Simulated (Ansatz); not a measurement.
# Pressure series in ScAl3

The reference is ScAl$_{3}$ in the Cu3Au type structure (space group Pm-3m, No. 221).

```
ScAl3
1.0
    4.10545     0.00000     0.00000
    0.00000     4.10545     0.00000
    0.00000     0.00000     4.10545
Al Sc
3 1
Direct
  0.00000   0.50000   0.50000
  0.50000   0.50000   0.00000
  0.50000   0.00000   0.50000
  0.00000   0.00000   0.00000
```

Cell and atoms are relaxed at each pressure.

Method: PBE in Ansatz (plane waves to 420 eV, PAW, no spin-orbit coupling), earlier PAW set.

Notes on the quantities. enthalpy: H = E + PV relative to the base's energy.

```csv
change,enthalpy,shortest interatomic distance
base,–,2.903 Å
pressure −2 GPa,-0.22 eV/atom,2.927 Å
pressure −1 GPa,-0.11 eV/atom,2.915 Å
pressure 3 GPa,+0.32 eV/atom,2.872 Å
pressure 7 GPa,+0.73 eV/atom,2.836 Å
pressure 15 GPa,+1.51 eV/atom,2.778 Å
pressure 30 GPa,+2.86 eV/atom,?
pressure 50 GPa,+4.51 eV/atom,2.617 Å
pressure 75 GPa,+6.41 eV/atom,2.544 Å
pressure 100 GPa,+8.16 eV/atom,2.487 Å
```

Q: Fill in the withheld entries from the trend.

A: 
- pressure 30 GPa, shortest interatomic distance: 2.696 Å

Load acts through the strain it causes; cell and atoms are relaxed under it. Stability against distortions was not tested. No other phases were tried under pressure. All final runs are without spin polarisation.

Ansatz is a quantum-chemistry and plane-wave program.
